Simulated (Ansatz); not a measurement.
The starting structures come from a database of crystals and need not be the phases stable at ambient conditions.

By PBEsol, the system below comes out a metal.

Without scattering a metal conducts by its projected Fermi surface.

Input:

```xyz
2
Lattice="3.0696 0.0000 0.0000 0.0000 3.0696 0.0000 0.0000 0.0000 2.9775" Properties=species:S:1:pos:R:3 pbc="T T T"
Ti     0.0000     0.0000     0.0000
Ru     1.5348     1.5348     1.4887
```

Space group of this cell: P4/mmm. The cell is strained (lengths along the current scaled by 0.97, ions clamped); by PBEsol its mean pressure is 1.9 GPa.

The current flows along the normal of the first two printed cell vectors, the (001) (indices of the unstrained crystal) plane of the conventional cell. No spin-orbit coupling; the value is a mean over 0.1 eV about the Fermi level.

Problem. Give the ballistic conductance per area that PBEsol (Ansatz, a program for electronic structure) yields.

Solution. 0.54 × 10¹⁵ S/m² for both spins.
